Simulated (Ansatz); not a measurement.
Take C in the diamond structure (space group Fd-3m, No. 227; a = 3.572 Å) as the base.

Method: PBE in Ansatz (plane waves to 420 eV, PAW, spin-orbit coupling left out).

Before the change:

* **Hole mass**: 0.30, 0.30, 0.51 mₑ (at Γ)
* **Pressure**: 0.00 GPa
* **Band gap**: 4.13 eV

Perturbation: the cell is scaled by 1.0100 in all directions, atoms relaxed at fixed cell.

Problem. What happens to the energy relative to the base, hole mass, pressure and band gap?

Solution. The energy goes up by 6.7 meV/atom; the hole mass (degenerate bands, along [100]) becomes 0.30, 0.30, 0.50 mₑ (at Γ) (base: 0.30, 0.30, 0.51 mₑ (at Γ)); the pressure goes from zero to -12.22 GPa; the band gap falls by 0.06 eV (4.13 eV → 4.07 eV).

The cells carry an imposed strain or load. Effective masses come from finite differences of ±0.01 Å⁻¹. No phonon test of stability was made.

Ansatz is a program for electronic structure.
